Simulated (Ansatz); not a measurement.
The reference is GaSb in the zinc blende structure (space group F-43m, No. 216; a = 6.132 Å).

Perturbation: the cell is scaled by 0.9750 in all directions; the atoms relax in the strained cell.

Computed with r2SCAN, PAW, 500 eV (Ansatz, a program for electronic structure; no SOC).

Base, band edges from the VBM (valence, conduction): X -2.67, 1.14; W -3.21, 4.00; L -1.20, 0.68; Γ 0.00, 0.41; K -2.27, 1.66; U -2.27, 1.66 eV.

### Question
Give the band edges at the high-symmetry points of the new zone, measured from its valence-band maximum.

### Answer
```tsv
point	valence edge (eV)	conduction edge (eV)
Γ	0.00	1.00
X	-2.95	1.05
U	-2.52	1.59
K	-2.52	1.59
L	-1.33	0.86
W	-3.58	4.29
```

The gap is 0.86 eV, indirect, Γ → L.

With Sb present, leaving out spin-orbit coupling can change the band edges. Stability against distortions was not tested.
